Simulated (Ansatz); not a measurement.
Consider GaN in the zinc blende structure (space group F-43m, No. 216; a = 4.455 Å). Axes: x, y, z lie along the cube axes.

The values are results of LDA, PAW, 420 eV (Ansatz, an electronic-structure program; without spin-orbit coupling), not measurements.

For the base:

| Quantity | Result |
|---|---|
| Pressure | 0.00 GPa |
| Gap character | direct at Γ |

Modification: biaxial strain +0.83 %, plane normal [111], relaxed out of plane (Cartesian); in-plane vectors clamped, the third vector and the atoms free.

Q: How does this affect the pressure, out-of-plane strain and gap character?

A: The pressure (mean of the normal stresses, compression positive) goes from zero to -2.51 GPa; the out-of-plane strain amounts to -0.37 %; the gap character stays direct at Γ.

Stability against distortions was not tested. This is not the structure that GaN has at room temperature and ambient pressure. Labels are those of the standard path for the cell's own space group.
